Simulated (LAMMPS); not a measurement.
MD of Al (fcc) at zero pressure, 2048 atoms, as a crystal; each row is its own run.

Method: classical MD, pair style eam/alloy, file Al_zhou.eam.alloy, run in LAMMPS.

```csv
T (K),volume (Å³/atom)
200,17.240
300,17.397
420,17.612
700,18.217
```

Q: Fit a straight line, y = a + b x, to these rows (x is the first column, y the second) and predict the run at x = 560.

A: Least squares gives a = 16.816 and b = 0.001977. At x = 560 the fit predicts 17.923 Å³/atom. The run itself gave 17.895 ± 0.002 Å³/atom, so the fit is 0.16 % high.

Caution (row 700): this crystal lies over the melting point of about 650 K that EAM-type Al_zhou.eam.alloy gives, so it is superheated.
